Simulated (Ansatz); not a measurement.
Start from WS$_{2}$ in the 2H-MoS2 type structure (space group P6_3/mmc, No. 194; a = 3.1703 Å, c = 12.4930 Å; layered, stacked along the Cartesian z axis).

The values are results of DFT with r2SCAN+rVV10, PAW potentials and a 500 eV plane-wave cutoff in Ansatz (a quantum-chemistry and plane-wave program), scalar-relativistic without spin-orbit coupling, earlier PAW set, not measurements.

For the base:

```
Quantity                                      Result
-----------------------------  ---------------------
Pressure                                    0.00 GPa
Band gap                                     1.13 eV
Width of the top valence band                1.91 eV
Valence-band top at Γ          0.00, -1.17, -1.71 eV
```

Perturbation: the cell is scaled by 0.9851 in all directions, atoms relaxed at fixed cell.

Task: What does the calculation give for the largest internal atomic displacement, pressure, band gap, width of the top valence band and valence-band top at Γ after the change?

Result: The largest internal atomic displacement amounts to 0.037 Å; the pressure (mean of the normal stresses, compression positive) goes from zero to 3.95 GPa; the band gap shrinks by 0.06 eV (1.13 eV → 1.07 eV); the width of the top valence band grows by 0.029 eV to 1.93 eV; the valence-band top at Γ (three highest levels, from the VBM) becomes 0.00, -1.37, -1.66 eV (base: 0.00, -1.17, -1.71 eV).

Spin-orbit coupling, missing from the scalar runs, can matter with W. The cells carry an imposed strain or load. Stability against distortions was not tested.
